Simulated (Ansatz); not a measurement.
Effect of isotropic strain −4.26 % on TiPd

The reference is TiPd in the CsCl type structure (space group Pm-3m, No. 221; a = 3.1336 Å; relaxed with 0.1 eV smearing).

Modification: every lattice vector is shortened by 4.26 %; the atoms relax in the strained cell.

Calculations: Ansatz (a program for electronic structure) PBEsol, no spin-orbit coupling. Γ-centred 18×18×18 mesh, Fermi–Dirac width 0.1 eV.

| quantity | base | changed | shift |
|---|---|---|---|
| volume per atom | 15.38 Å³ | 13.50 Å³ | -1.88 Å³ |
| energy relative to the base (free energy F) | 0 meV/atom | +154 meV/atom | +154 meV/atom |
| pressure | 0.0 GPa | 29.5 GPa | +29.5 GPa |
| band gap | zero | zero | – |

Cost of the whole job for the changed cell (relaxation, final SCF and bands): around 12 core-seconds (rough).

Stability against distortions was not tested. All final runs are without spin polarisation.
